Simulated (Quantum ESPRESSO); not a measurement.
## Short convergence ladders for VAs2 (Cm, 6 atoms in the cell)

```
CELL_PARAMETERS angstrom
      4.49745    -1.63502     0.00000
      4.49745     1.63502     0.00000
     -3.71356     0.00000     6.44329
ATOMIC_POSITIONS crystal
  V  0.84857 0.84857 0.81316
  V  0.15463 0.15463 0.19460
  As 0.59591 0.59591 0.89547
  As 0.40409 0.40409 0.10453
  As 0.14758 0.14758 0.53483
  As 0.85242 0.85242 0.46517
```

Base method: PBEsol, SSSP 1.1.2 efficiency (PBE) pseudopotentials (plane waves; Quantum ESPRESSO 7.5).

Base settings: ecutwfc = 50 Ry; ecutrho = 400 Ry; occupations = smearing; smearing = fd; degauss = 0.0073499 Ry; input_dft = pbesol; potentials = {V: v_pbe_v1.4.uspp.F.UPF, As: As.pbe-n-rrkjus_psl.0.2.UPF}; K_POINTS = automatic 4 4 2 0 0 0; conv_thr = 1e-10 Ry; mixing_beta = 0.4.

The count of work is k-points × plane waves × bands × iterations; it is no time. 

**The cutoff for other potential files**

Level: DFT, PBEsol, plane waves, PSlibrary PAW (PBE) pseudopotentials.

In this ladder: pseudopotentials = {V: V.pbe-spn-kjpaw_psl.1.0.0.UPF, As: As.pbe-n-kjpaw_psl.1.0.0.UPF}. Moved along: ecutrho.

The mesh stays at the base's, so the ladder's end is converged at best in this setting alone.

Only quantities that move along the ladder and can be compared are tabulated.

| ecutwfc | free energy less the last step's (meV/atom) | pressure (GPa) | largest difference of a force vector from the last step's (eV/Å) | count of work / last |
|---|---|---|---|---|
| 25 Ry | 5088.80 | -203.54 | 1.146 | 0.10 |
| 30 Ry | 1420.72 | -73.55 | 0.211 | 0.12 |
| 38 Ry | 163.02 | -12.01 | 0.072 | 0.18 |
| 55 Ry | 22.62 | -0.64 | 0.001 | 0.34 |
| 66 Ry | 10.10 | -0.85 | 0.001 | 0.53 |
| 110 Ry | 0.00 | -0.43 | 0.000 | 1.0 |

Coarsest ecutwfc that holds the free energy within 5 meV/atom: not settled: the last two steps still differ by 10 meV/atom, over half the tolerance, so the ladder does not show it.

Coarsest ecutwfc that holds the pressure within 1 GPa of the last step, with all finer ones: 55 Ry, at 0.34 of the last step's count of work; the step before is off by 12 GPa.

Coarsest ecutwfc that holds the forces within 0.02 eV/Å of the last step, with all finer ones: 55 Ry, at 0.34 of the last step's count of work; the step before is off by 0.072 eV/Å.

At the lowest cutoff the pressure lies 203 GPa under the last step's, the usual sign of Pulay stress in an incomplete plane-wave basis.

**The density cutoff**

The second cell is the first with its lattice scaled by 0.98.

The mesh stays at the base's, so the ladder's end is converged at best in this setting alone.

Only quantities that move along the ladder and can be compared are tabulated.

| ecutrho | free energy less the last step's (meV/atom) | energy of the compressed cell less the first (meV/atom) | pressure (GPa) | largest difference of a force vector from the last step's (eV/Å) |
|---|---|---|---|---|
| 100 Ry | -2.28 | 24.46 | -0.28 | 0.008 |
| 200 Ry | 0.06 | 24.07 | -0.50 | 0.000 |
| 300 Ry | 0.01 | 24.07 | -0.50 | 0.000 |
| 400 Ry | 0.00 | 24.07 | -0.50 | 0.000 |
| 500 Ry | -0.01 | 24.07 | -0.50 | 0.000 |
| 800 Ry | 0.00 | 24.07 | -0.50 | 0.000 |

Coarsest ecutrho that holds the energy of the compressed cell less the first within 0.2 meV/atom of the last step, with all finer ones: 200 Ry; the step before is off by 0.39 meV/atom.

Coarsest ecutrho that holds the free energy within 2 meV/atom of the last step, with all finer ones: 200 Ry; the step before is off by 2.3 meV/atom.

Coarsest ecutrho that holds the pressure within 0.05 GPa of the last step, with all finer ones: 200 Ry; the step before is off by 0.22 GPa.

The energy difference between the two cells stays within 1 meV/atom of the last step's from 100 Ry on, the total only from 200 Ry on: much of the error is common to both cells and cancels.

On the base run: the starting cell comes from a database of computed structures (which also holds hypothetical and non-ambient phases and stackings), without a prior relaxation at this level. Its lattice was rescaled by up to half a per cent. One atom was moved a little off its site on purpose. Spin polarisation is off, so a magnetic state, if there is one, cannot be reached. Without a gap this mesh is coarse (it stands for a supercell whose shortest vector is 13 Å).
